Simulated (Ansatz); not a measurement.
Results of r²SCAN (plane waves, PAW; Ansatz, a quantum-chemistry and plane-wave program) for Ba2TiO4 (P4/mmm, No. 123, 7 atoms in the cell; start mp-36194; a measured phase of this formula has another space group).

The run printed, among other lines:

```
Crystal: 7 atoms, lattice volume = 171.934 Å³
Basis set: ecut = 560 eV, 5179 PW (Γ), exchange–correlation on 96×96×270 points (27 copies of the dense FFT grid, shifted against one another)
Bands: 35, of which v1, the nominal top of the filled ones, is band 28 counted from 1 (27 counted from 0)
Symmetry: 16 space group operations
Space group: P4/mmm (ITA 123), of the structure as read, at distance tolerance 5.6e-5 Å
k-points: 63 of 400
Functional: x = r2scan, c = r2scan; τ floored in thin density (d = 2e-4 eV/Å³)
SCF iter   1: F=—  HF=-16719.080766 eV  |F-HF|=—  |Δ(HF+E_count)|=         —  Δρ=1.42e-2  dr2=4.46e-1  dr2_τ=3.17e-1
SCF iter   2: F=—  HF=-16719.310574 eV  |F-HF|=—  |Δ(HF+E_count)|=   2.30e-1  Δρ=9.13e-3  dr2=1.08e-1  dr2_τ=2.91e-2
  ...
SCF iter   9: F=—  HF=-16719.293050 eV  |F-HF|=—  |Δ(HF+E_count)|=   3.43e-8  Δρ=2.60e-6  dr2=2.27e-8  dr2_τ=5.18e-10
SCF iter  10: F=-16719.293050 eV  HF=-16719.293050 eV  |F-HF|=4.00e-11  |Δ(HF+E_count)|=  6.08e-10  Δρ=6.01e-7  dr2=4.54e-10  dr2_τ=7.18e-11
SCF 1 converged in 10 iterations: F = -16719.293050 eV  dr2 = 4.54e-10
SCF converged after 10 iterations
Free energy (F): -16719.293050 eV
Internal energy: -16719.293050 eV  (E = F + TS)
E sigma→0 (E₀):  -16719.293050 eV
Fermi energy:    5.688822 eV
--- Forces (eV/Å), atoms counted from 1 ---
  atom   1  Ba    -0.00000000     0.00000000     0.33068081
  atom   2  Ba     0.00000000     0.00000000    -0.33068081
  atom   3  Ti     0.00000000    -0.00000000    -0.00000000
  atom   4  O      0.00000000     0.00000000     0.00000000
  atom   5  O      0.00000000    -0.00000000     0.00000000
  atom   6  O     -0.00000000     0.00000000     0.02560374
  atom   7  O      0.00000000     0.00000000    -0.02560374
--- Stress (GPa, compression-positive) ---
        1.965055       0.000000       0.000000
        0.000000       1.965055       0.000000
        0.000000       0.000000       1.291709
  P = ⅓ Tr σ = 1.7406 GPa (17.406 kbar)
```

Problem. Write an input file that could have produced this run (the log leaves some choices open).

Solution. This is not unique; one that fits is 
Ansatz 0.2 input:
```yaml
crystal:
  lattice:
    - [3.9170080103, 0.0, 0.0]
    - [0.0, 3.9170080103, 0.0]
    - [0.0, 0.0, 11.2060318313]
  atoms:
    - { symbol: Ba, position: [0.0, 0.0, 0.6730668139] }
    - { symbol: Ba, position: [0.0, 0.0, 0.3269331861] }
    - { symbol: Ti, position: [0.5, 0.5, 0.5] }
    - { symbol: O, position: [0.0, 0.5, 0.5] }
    - { symbol: O, position: [0.5, 0.0, 0.5] }
    - { symbol: O, position: [0.5, 0.5, 0.6751134394] }
    - { symbol: O, position: [0.5, 0.5, 0.3248865606] }
basis:
  ecutwfc: 560
  ecutrho_ratio: 4
  xc_grid: 3
kpoints:
  mp_grid: { grid: [10, 10, 4] }
  band_path:
    path:
      - [0.0, 0.0, 0.0]
      - [0.0, 0.071429, 0.0]
      - [0.0, 0.142857, 0.0]
      - [0.0, 0.214286, 0.0]
      - [0.0, 0.285714, 0.0]
      - [0.0, 0.357143, 0.0]
      - [0.0, 0.428571, 0.0]
      - [0.0, 0.5, 0.0]
      - [0.071429, 0.5, 0.0]
      - [0.142857, 0.5, 0.0]
      - [0.214286, 0.5, 0.0]
      - [0.285714, 0.5, 0.0]
      - [0.357143, 0.5, 0.0]
      - [0.428571, 0.5, 0.0]
      - [0.5, 0.5, 0.0]
      - [0.454545, 0.454545, 0.0]
      - [0.409091, 0.409091, 0.0]
      - [0.363636, 0.363636, 0.0]
      - [0.318182, 0.318182, 0.0]
      - [0.272727, 0.272727, 0.0]
      - [0.227273, 0.227273, 0.0]
      - [0.181818, 0.181818, 0.0]
      - [0.136364, 0.136364, 0.0]
      - [0.090909, 0.090909, 0.0]
      - [0.045455, 0.045455, 0.0]
      - [0.0, 0.0, 0.25]
      - [0.0, 0.0, 0.5]
      - [0.0, 0.071429, 0.5]
      - [0.0, 0.142857, 0.5]
      - [0.0, 0.214286, 0.5]
      - [0.0, 0.285714, 0.5]
      - [0.0, 0.357143, 0.5]
      - [0.0, 0.428571, 0.5]
      - [0.0, 0.5, 0.5]
      - [0.071429, 0.5, 0.5]
      - [0.142857, 0.5, 0.5]
      - [0.214286, 0.5, 0.5]
      - [0.285714, 0.5, 0.5]
      - [0.357143, 0.5, 0.5]
      - [0.428571, 0.5, 0.5]
      - [0.5, 0.5, 0.5]
      - [0.454545, 0.454545, 0.5]
      - [0.409091, 0.409091, 0.5]
      - [0.363636, 0.363636, 0.5]
      - [0.318182, 0.318182, 0.5]
      - [0.272727, 0.272727, 0.5]
      - [0.227273, 0.227273, 0.5]
      - [0.181818, 0.181818, 0.5]
      - [0.136364, 0.136364, 0.5]
      - [0.090909, 0.090909, 0.5]
      - [0.045455, 0.045455, 0.5]
      - [0.0, 0.5, 0.25]
      - [0.5, 0.5, 0.25]
    npoints: 1
hamiltonian:
  xc: r2scan
  dispersion: none
  pseudopotentials: { kind: paw }
scf:
  occupations: { method: fermi_dirac, width: 0.01 }
  convergence: { dr2_threshold: 0.0000000007 }
output:
  forces: true
  stress: true
  eigenvalues: true
  write_bands: true
```

The PAW data were made under PBE.

Note: cell and atoms aren't relaxed at this level (largest force component 0.33 eV/Å, pressure 1.7 GPa).

Computing time: very roughly 90 core-seconds.

A start named mp-… is a Materials Project structure, which need not be a measured phase.
